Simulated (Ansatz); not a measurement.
## Response to strain in Ta

The parent structure is Ta in the bcc (W type) structure (space group Im-3m, No. 229; a = 3.306 Å; relaxed with 0.1 eV smearing). Axes: x, y, z lie along the cube axes.

Strains are applied to the cell and any free atomic positions relax; under biaxial strain the out-of-plane vector relaxes too.

Level of theory: r2SCAN in Ansatz (plane waves to 500 eV, PAW, spin-orbit coupling left out).

Notes on the quantities. energy relative to the base: free energy F.

```json
[
 {"biaxial strain, plane normal [001], relaxed out of plane (%)": "-3", "energy relative to the base (meV/atom)": "26.0"},
 {"biaxial strain, plane normal [001], relaxed out of plane (%)": "-2.5", "energy relative to the base (meV/atom)": "?"},
 {"biaxial strain, plane normal [001], relaxed out of plane (%)": "-2", "energy relative to the base (meV/atom)": "11.3"},
 {"biaxial strain, plane normal [001], relaxed out of plane (%)": "-1.5", "energy relative to the base (meV/atom)": "6.3"},
 {"biaxial strain, plane normal [001], relaxed out of plane (%)": "-1", "energy relative to the base (meV/atom)": "2.7"},
 {"biaxial strain, plane normal [001], relaxed out of plane (%)": "-0.5", "energy relative to the base (meV/atom)": "0.7"},
 {"biaxial strain, plane normal [001], relaxed out of plane (%)": "0", "energy relative to the base (meV/atom)": "0.0"}
]
```

Problem. Fit ΔE = Aε² + Bε³ (ε in %) to the rows shown and predict the withheld row.

Solution. Least squares on the printed values gives A = 2.69 and B = -0.066 meV/atom (largest residual 0.1 meV/atom); this predicts 17.9 meV/atom, and the run gives 17.8 meV/atom, in agreement.

Whether these cells are dynamically stable was not tested. All final runs are without spin polarisation.

Ansatz is a program for electronic structure.
